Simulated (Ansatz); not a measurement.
Consider MoSe2 in the 2H-MoS2 type structure (space group P6_3/mmc, No. 194; a = 3.277 Å, c = 12.732 Å; layered, stacked along the Cartesian z axis).

Method: PBE-D3(BJ)/PAW in Ansatz (a quantum-chemistry and plane-wave program), spin-orbit coupling left out.

Modification: full substitution Mo → W, then cell and atoms are relaxed.

Measured band gap: MoSe2 1.09 eV (room temperature; as listed in Carlos M. O. Bastos et al., Physical Review Materials (2019)); WSe2 1.2 eV (room temperature; as listed in Carlos M. O. Bastos et al., Physical Review Materials (2019)).

Measured lattice parameter a: MoSe2 3.289 Å (room temperature; as listed in arXiv:1605.07067); WSe2 3.282 Å (room temperature; as listed in arXiv:1605.07067).

Problem. How well does PBE-D3(BJ) reproduce the measured shift?

Solution. With PBE-D3(BJ) the band gap moves by +0.13 eV (0.74 → 0.87) against +0.11 eV measured; the lattice parameter a moves by +0.002 Å (3.277 → 3.279) against -0.007 Å measured.

With W present, leaving out spin-orbit coupling can change the band edges. Stability against distortions was not tested.
